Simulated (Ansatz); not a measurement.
The starting structures come from a database of crystals and need not be the phases stable at ambient conditions.

 Where the default PAW files enter, the runs use the earlier of Ansatz's two default sets.

Inside the gap of an insulator the Bloch states are evanescent, with a wavenumber k + iκ along the transport direction.

Given:

```xyz
10
Lattice="5.7170 0.0000 0.0000 0.1088 5.7160 0.0000 2.8041 -2.8580 4.0039" Properties=species:S:1:pos:R:3 pbc="T T T"
Sr     5.7714     2.8580     2.0019
Sr     2.8585     0.0000     2.0019
Zn     2.9129     2.8580     0.0000
W      0.0000     0.0000     0.0000
O      2.6602     3.1155     2.0840
O      5.9697    -0.2575     1.9199
O      4.2575     1.4876     3.6431
O      4.3724     1.3704     0.3608
O      4.4313     4.3477     0.0000
O      1.3946     1.3683     0.0000
```

Space group of this cell: I4/m. The cell is taken as given; by r2SCAN its mean pressure is -8.4 GPa.

Transport runs along the normal of the first two printed cell vectors, the (110) plane of the conventional cell.

The gap is the functional's own. No spin-orbit coupling. Mid-gap values are interpolated on the energy grid.

Q: Give the band gap and the smallest decay constant κ at mid-gap that r2SCAN (Ansatz, a first-principles code) yields.

A: Gap 3.32 eV on a 8×8×8 mesh; κ = 0.350 1/Å, at (0.500, 0.000) of the in-plane reciprocal vectors. At the zone centre, at the nearest computed energy, the slowest state has κ = 0.45 1/Å.
